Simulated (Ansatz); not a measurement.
# Effect of pressure 15 GPa on Pd

Start from Pd in the fcc (Cu type) structure (space group Fm-3m, No. 225; a = 3.876 Å).

Now apply this change: a hydrostatic pressure of 15 GPa.

Method: PBEsol (Ansatz, a first-principles code; PAW; 420 eV plane waves; scalar-relativistic without spin-orbit coupling). k-mesh 21×21×21 (Γ-centred); smearing 0.05 eV (Fermi–Dirac).

The volume per atom shrinks by 0.878 Å³ to 13.68 Å³ and the density goes up by 0.78 g/cm³ (12.14 g/cm³ → 12.92 g/cm³). The lattice parameter a shrinks by 0.080 Å, from 3.876 Å to 3.796 Å and the enthalpy H = E + PV relative to the base's energy amounts to +1.32 eV/atom. The band gap stays zero.

Load acts through the strain it causes; cell and atoms are relaxed under it. Stability against distortions was not tested. Competing high-pressure phases were not computed. The final runs are not spin-polarised.
